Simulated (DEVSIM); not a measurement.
Structure: Pt/SiO2/p-GaAs capacitor, at 500 K.

| layer (left to right) | material | thickness (nm) | Na (cm⁻³) |
|---|---|---|---|
| 1 | SiO2 | 9.40 | - |
| 2 | GaAs | 14000 | 2.2e15 |

Metal gate on the left, work function 5.6 eV. Fixed charge at the semiconductor interface 0 cm⁻² (in units of +e); no interface traps.

The device is made up for the run: typed textbook-type constants, with dimensions and the other settings drawn at random. Values at 300 K; Nc and Nv go as T^1.5, mobilities as T to minus their exponent, the gap by Varshni's rule with the affinity fixed.

| parameter | SiO2 | GaAs |
|---|---|---|
| gap (eV) | 9 | 1.424 |
| affinity (eV) | 0.9 | 4.07 |
| permittivity | 3.9 | 12.9 |
| Nc (cm⁻³) | - | 4.7e17 |
| Nv (cm⁻³) | - | 9e18 |
| Varshni α (eV/K) | - | 0.000541 |
| Varshni β (K) | - | 204 |

Simulated with DEVSIM: 1D Poisson equation in equilibrium, Boltzmann statistics, complete ionisation; no quantum confinement or tunnelling. Metal contacts follow the ideal Schottky-Mott rule: no Fermi-level pinning, no interface dipoles.

Problem. Tabulate band edges, carrier densities and field at 1.0 V on the gate.

Solution. Energies count from the Fermi level of the right contact; mesh points crowd at the junctions.

```
x (μm)    Ec (eV)  Ev (eV)  n (cm⁻³)  p (cm⁻³)  field (V/cm)
--------  -------  -------  --------  --------  ------------
0.000       3.700   -5.300     < 1e2     < 1e2         47000
0.001531    3.707   -5.293     < 1e2     < 1e2         47000
0.004567    3.721   -5.279     < 1e2     < 1e2         47000
0.007721    3.736   -5.264     < 1e2     < 1e2         47000
0.009761    0.574   -0.754    1.6e12    4.8e11         14000
0.01204     0.577   -0.751    1.5e12    5.2e11         14000
0.01773     0.585   -0.743    1.3e12    6.2e11         14000
0.04039     0.616   -0.713    6.3e11    1.3e12         13000
0.08852     0.675   -0.653    1.6e11    5.0e12         12000
0.2087      0.793   -0.536    1.0e10    7.7e13          8000
0.5089      0.919   -0.410     5.5e8    1.4e15          1500
1.763       0.937   -0.391     3.6e8    2.2e15           ≈ 0
4.390       0.937   -0.391     3.6e8    2.2e15           ≈ 0
9.505       0.937   -0.391     3.6e8    2.2e15           ≈ 0
12.68       0.937   -0.391     3.6e8    2.2e15           ≈ 0
13.48       0.937   -0.391     3.6e8    2.2e15           ≈ 0
13.80       0.937   -0.391     3.6e8    2.2e15           ≈ 0
13.93       0.937   -0.391     3.6e8    2.2e15           ≈ 0
13.99       0.937   -0.391     3.6e8    2.2e15           ≈ 0
14.00       0.937   -0.391     3.6e8    2.2e15           ≈ 0
14.01       0.937   -0.391     3.6e8    2.2e15           ≈ 0
14.01       0.937   -0.391     3.6e8    2.2e15           ≈ 0
```
